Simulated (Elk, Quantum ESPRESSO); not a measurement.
A Quantum ESPRESSO input for a self-consistent single point of Sr (Fm-3m, 1 atom in the cell) (DFT, PBEsol, plane waves, PSlibrary ultrasoft (PBE) pseudopotentials):

```fortran
&CONTROL
   calculation = 'scf',
   prefix = 'scf',
   outdir = './tmp',
   pseudo_dir = './',
   tprnfor = .true.,
   tstress = .true.,
/
&SYSTEM
   ibrav = 0,
   nat = 1,
   ntyp = 1,
   ecutwfc = 45,
   ecutrho = 315,
   occupations = 'smearing',
   smearing = 'fd',
   degauss = 0.0073499,
   input_dft = 'pbesol',
/
&ELECTRONS
   conv_thr = 1e-8,
   mixing_beta = 0.7,
/
ATOMIC_SPECIES
Sr    87.6200  Sr.pbe-spn-rrkjus_psl.1.0.0.UPF
ATOMIC_POSITIONS {angstrom}
Sr    0.00000000    0.00000000    0.00000000
K_POINTS {automatic}
8 8 8  0 0 0
CELL_PARAMETERS {bohr}
   0.00000000     5.60083076     5.60083076
   5.60083076     0.00000000     5.60083076
   5.60083076     5.60083076     0.00000000
```

Write the same calculation as an input for Elk.

One input that does it (others would too):

```
tasks
  0

xctype
  22

rgkmax
  7.0

stype
  3

swidth
  0.00367493

scale
  1.889726125

avec
    0.0000000000    2.9638320000    2.9638320000
    2.9638320000    0.0000000000    2.9638320000
    2.9638320000    2.9638320000    0.0000000000

atoms
  1   : nspecies
  'Sr.in'   : spfname
  1   : natoms; atposl, bfcmt below
  0.0000000000  0.0000000000  0.0000000000    0.0 0.0 0.0

ngridk
  8 8 8
```

Basis, cutoffs, solver keys and any potentials are the target program's own. This input uses DFT, PBEsol, all-electron FP-LAPW, Elk's shipped species files, default APW+lo basis.

The starting cell comes from a database of computed structures (which also holds hypothetical and non-ambient phases and stackings), without a prior relaxation at this level. Its lattice was rescaled by a random factor within 2.5 % of one.
